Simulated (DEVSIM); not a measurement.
Structure: Cr/SiO2/p-Ge capacitor, at 400 K.

```csv
layer (left to right),material,thickness (nm),Na (cm⁻³)
1,SiO2,7.70,-
2,Ge,9800,3.7e15
```

Metal gate on the left, work function 4.5 eV. Fixed charge at the semiconductor interface 1.1e10 cm⁻² (in units of +e); no interface traps.

The device is made up for the run: typed textbook-type constants, with dimensions and the other settings drawn at random. Values at 300 K; Nc and Nv go as T^1.5, mobilities as T to minus their exponent, the gap by Varshni's rule with the affinity fixed.

| parameter | SiO2 | Ge |
|---|---|---|
| gap (eV) | 9 | 0.664 |
| affinity (eV) | 0.9 | 4 |
| permittivity | 3.9 | 16 |
| Nc (cm⁻³) | - | 1.04e19 |
| Nv (cm⁻³) | - | 6e18 |
| Varshni α (eV/K) | - | 0.000477 |
| Varshni β (K) | - | 235 |

Model (solved in DEVSIM): 1D Poisson equation in equilibrium, Boltzmann statistics, complete ionisation; no quantum confinement or tunnelling. Metal contacts follow the ideal Schottky-Mott rule: no Fermi-level pinning, no interface dipoles.

The substrate doping was swept, all else fixed.

```json
[
 {"substrate doping (cm^-3)": "1.8e14", "minimum of the low-frequency capacitance (μF/cm²)": "0.108", "threshold voltage (band bending 2φF) (V)": "0.18", "flat-band voltage (V)": "0.17"},
 {"substrate doping (cm^-3)": "3.7e14", "minimum of the low-frequency capacitance (μF/cm²)": "0.108", "threshold voltage (band bending 2φF) (V)": "0.18", "flat-band voltage (V)": "0.17"},
 {"substrate doping (cm^-3)": "7.4e14", "minimum of the low-frequency capacitance (μF/cm²)": "0.107", "threshold voltage (band bending 2φF) (V)": "0.19", "flat-band voltage (V)": "0.17"},
 {"substrate doping (cm^-3)": "1.8e15", "minimum of the low-frequency capacitance (μF/cm²)": "0.106", "threshold voltage (band bending 2φF) (V)": "(withheld)", "flat-band voltage (V)": "0.15"},
 {"substrate doping (cm^-3)": "3.7e15", "minimum of the low-frequency capacitance (μF/cm²)": "0.108", "threshold voltage (band bending 2φF) (V)": "0.24", "flat-band voltage (V)": "0.14"},
 {"substrate doping (cm^-3)": "7.4e15", "minimum of the low-frequency capacitance (μF/cm²)": "0.115", "threshold voltage (band bending 2φF) (V)": "0.28", "flat-band voltage (V)": "0.12"}
]
```

Q: Fill in the missing entries.

A: 
- 1.8e15, threshold voltage (band bending 2φF) (V): 0.21
